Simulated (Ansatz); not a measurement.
## AlRu: pressure series

Start from AlRu in the CsCl type structure (space group Pm-3m, No. 221; a = 3.004 Å).

Cell and atoms are relaxed at each pressure.

Calculations: PBE (Ansatz, a program for electronic structure; PAW; 420 eV plane waves; no spin-orbit coupling).

Notes on the quantities. enthalpy: H = E + PV relative to the base's energy.

| variant | volume per atom | enthalpy |
|---|---|---|
| base | 13.55 Å³ | – |
| pressure −2 GPa | 13.69 Å³ | -0.17 eV/atom |
| pressure −1 GPa | 13.62 Å³ | -0.08 eV/atom |
| pressure 0.3 GPa | 13.53 Å³ | +0.03 eV/atom |
| pressure 0.7 GPa | 13.50 Å³ | +0.06 eV/atom |
| pressure 1.5 GPa | ? | +0.13 eV/atom |
| pressure 3 GPa | 13.36 Å³ | +0.25 eV/atom |
| pressure 5 GPa | 13.24 Å³ | +0.42 eV/atom |
| pressure 7.5 GPa | 13.10 Å³ | +0.62 eV/atom |
| pressure 10 GPa | 12.96 Å³ | +0.83 eV/atom |

Task: Some entries are withheld; estimate them.

Result: 
- pressure 1.5 GPa, volume per atom: 13.45 Å³

Load acts through the strain it causes; cell and atoms are relaxed under it. No phonon test of stability was made. Competing high-pressure phases were not computed. All final runs are without spin polarisation.
